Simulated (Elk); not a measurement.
```yaml
crystal:
  lattice:
    - [0.00000, 3.03088, 3.03088]
    - [3.03088, 0.00000, 3.03088]
    - [3.03088, 3.03088, 0.00000]
  atoms:
    - { symbol: Sr, position: [0.00000, 0.00000, 0.00000] }
```

Computed with PBE, all-electron FP-LAPW, Elk's shipped species files, APW+lo basis with extra local orbitals run with Elk.

The set-up and first iterations of an Elk log for Sr (Fm-3m, 1 atom in the cell):

```
│ Elk code version 10.2.4 │

All units are atomic (Hartree, Bohr, etc.)

│ Ground-state run starting from atomic densities │

Lattice vectors :
   0.000000000       5.727533117       5.727533117
   5.727533117       0.000000000       5.727533117
   5.727533117       5.727533117       0.000000000

Unit cell volume      :    375.7792736
Brillouin zone volume :   0.6600955159

Muffin-tin inner radius fraction :   0.1000000000E-01

Nuclei treated as point charges

Species :    1 (Sr)
 parameters loaded from : Sr.in
 name : strontium
 nuclear charge    :   -38.00000000
 electronic charge :    38.00000000
 atomic mass :    159721.4890
 muffin-tin radius :    2.600000000
 number of radial points in muffin-tin :    597
 atomic positions (lattice), magnetic fields (Cartesian) :
   1 :   0.00000000  0.00000000  0.00000000    0.00000000  0.00000000  0.00000000

Total number of atoms per unit cell :    1

Spin treatment :
 spin-unpolarised

   [... lines left out ...]
Maximum |G+k| for APW functions       :    3.076923077
Maximum (1/2)|G+k|²                   :    4.733727811
Maximum |G| for potential and density :    14.00000000
 potential will be trimmed for |G| > 2 gkmax
Constant for pseudocharge density :    9
Radial integration step length :    4

G-vector grid sizes :     40    40    40
Number of G-vectors :    17453

Maximum angular momentum used for
 APW functions                      :    8
 outer part of muffin-tin           :    6
 inner part of muffin-tin           :    3

Total nuclear charge    :   -38.00000000
Total core charge       :    28.00000000
Total valence charge    :    10.00000000
Total excess charge     :    0.000000000
Total electronic charge :    38.00000000

Effective Wigner radius, rₛ :    1.331537920

Number of empty states         :    4
Total number of valence states :    9
Total number of core states    :   28

Conduction state local-orbitals added automatically
Total number of local-orbitals :   69

Exchange-correlation functional :     20     0     0
 Perdew-Burke-Ernzerhof, Phys. Rev. Lett. 77, 3865 (1996)
 gradient requirement :    1
 generalised gradient approximation (GGA)

Smearing type :    3
 Fermi-Dirac
Smearing width :   0.3674930000E-02
Effective electronic temperature (K) :    1160.451112

Mixing type :    3
 Broyden mixing, J. Phys. A: Math. Gen. 17, L317 (1984)

Kohn-Sham potential initialised from atomic data
│ Self-consistent loop started │
│ Loop number : 1 │
 total energy                :     -3181.83314140
│ Loop number : 2 │
 total energy                :     -3181.81663791
RMS change in Kohn-Sham potential (target) :   0.1077868482     (  0.3700000000E-15)
Absolute change in total energy (target)   :   0.1650348880E-01 (  0.3700000000E-13)
│ Loop number : 3 │
 total energy                :     -3180.93153308
RMS change in Kohn-Sham potential (target) :   0.5628436278E-01 (  0.3700000000E-15)
Absolute change in total energy (target)   :   0.8892307048     (  0.3700000000E-13)
│ Loop number : 4 │
 total energy                :     -3180.30836645
RMS change in Kohn-Sham potential (target) :   0.2072867092E-01 (  0.3700000000E-15)
Absolute change in total energy (target)   :   0.8454743120     (  0.3700000000E-13)
│ Loop number : 5 │
 total energy                :     -3180.04287402
RMS change in Kohn-Sham potential (target) :   0.6016698867E-02 (  0.3700000000E-15)
Absolute change in total energy (target)   :   0.4768610033     (  0.3700000000E-13)
│ Loop number : 6 │
 total energy                :     -3179.95497029
RMS change in Kohn-Sham potential (target) :   0.1417108951E-02 (  0.3700000000E-15)
Absolute change in total energy (target)   :   0.2071189814     (  0.3700000000E-13)
│ Loop number : 7 │
 total energy                :     -3179.92592809
RMS change in Kohn-Sham potential (target) :   0.1544158707E-03 (  0.3700000000E-15)
   [... lines left out ...]
```

**Question.** Will this run converge, and how will it end?

**Answer.** The run ended unconverged after 200 iterations. It gives no final result for the task that was set. The log goes on:

```
Absolute change in total energy (target)   :   0.3830882633E-07 (  0.3700000000E-13)
│ Loop number : 134 │
 total energy                :     -3179.92054182
   [... lines left out ...]
RMS change in Kohn-Sham potential (target) :   0.1579045956E-08 (  0.3700000000E-15)
Absolute change in total energy (target)   :   0.1298576535E-07 (  0.3700000000E-13)
│ Loop number : 198 │
 total energy                :     -3179.92054182
RMS change in Kohn-Sham potential (target) :   0.1604374252E-08 (  0.3700000000E-15)
Absolute change in total energy (target)   :   0.8845290722E-08 (  0.3700000000E-13)
│ Loop number : 199 │
 total energy                :     -3179.92054183
RMS change in Kohn-Sham potential (target) :   0.1624619001E-08 (  0.3700000000E-15)
Absolute change in total energy (target)   :   0.1018770490E-07 (  0.3700000000E-13)
│ Loop number : 200 │
Reached self-consistent loops maximum

Energies :
 Fermi                       :     0.127609946491
 total energy                :     -3179.92054184

Density of states at Fermi energy :    34.43255159
 (states/Hartree/unit cell)

Estimated indirect band gap :   0.2550409614E-01
 from k-point      7 to k-point      3
Estimated direct band gap   :   0.3587844661E-01
 at k-point      7

Charges :
 core                        :    28.00000000
 valence                     :    10.00000000
 interstitial                :    2.104598906
 muffin-tins (core leakage)
  species :    1 (Sr)
   atom    1                 :    35.89540109     (  0.2879037307E-04)
 total in muffin-tins        :    35.89540109
 total calculated charge     :    38.00368480
 total charge                :    38.00000000
 error                       :   0.3684800834E-02

│ Self-consistent loop stopped │
```

The starting cell has typed, rounded lattice constants, without a prior relaxation at this level. Its lattice was rescaled by up to half a per cent. Values depend on the basis (sphere radii, cutoffs, local orbitals), which need not be converged.

The run was DFT, PBE, all-electron FP-LAPW, Elk's shipped species files, APW+lo basis with extra local orbitals. Main settings of its input:

| setting | value |
|---|---|
| xctype | 20 |
| rgkmax | 8 |
| stype | 3 |
| swidth | 0.00367493 Ha |
| ngridk | 4 4 4 |
| gmaxvr | 14 1/bohr |
| nxlo | 2 |
| lorbcnd | true |
| lmaxi | 3 |
| epspot | 3.7e-16 Ha |
| epsengy | 3.7e-14 Ha |
